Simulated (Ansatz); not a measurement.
Base system: SrTiO3 in the cubic perovskite structure (space group Pm-3m, No. 221).

```xyz
5
Lattice="3.9365 0.0000 0.0000 0.0000 3.9365 0.0000 0.0000 0.0000 3.9365" Properties=species:S:1:pos:R:3 pbc="T T T"
Sr     0.0000     0.0000     0.0000
Ti     1.9682     1.9682     1.9682
O      0.0000     1.9682     1.9682
O      1.9682     1.9682     0.0000
O      1.9682     0.0000     1.9682
```

Computed with DFT with PBE, PAW potentials and a 420 eV plane-wave cutoff in Ansatz (an electronic-structure program), no SOC, earlier PAW set.

Strains are applied to the cell and any free atomic positions relax.

One change was made to it. Results:

| quantity | base | after |
|---|---|---|
| energy relative to the base (free energy F) | 0 meV/atom | +50 meV/atom |
| band gap | 1.85 eV | 1.66 eV |
| width of the top valence band | 1.00 eV | 0.98 eV |

What was done to the base?
A) isotropic strain +3.08 %
B) isotropic strain +0.87 %
C) isotropic strain −0.72 %

A, isotropic strain +3.08 %. For comparison, the band gap in the other runs: isotropic strain +0.87 % gives 1.79 eV; isotropic strain −0.72 % gives 1.89 eV.

No phonon test of stability was made. The final runs are not spin-polarised. Many cubic perovskites are stable only at high temperature; tilts and polar distortions were not tested.
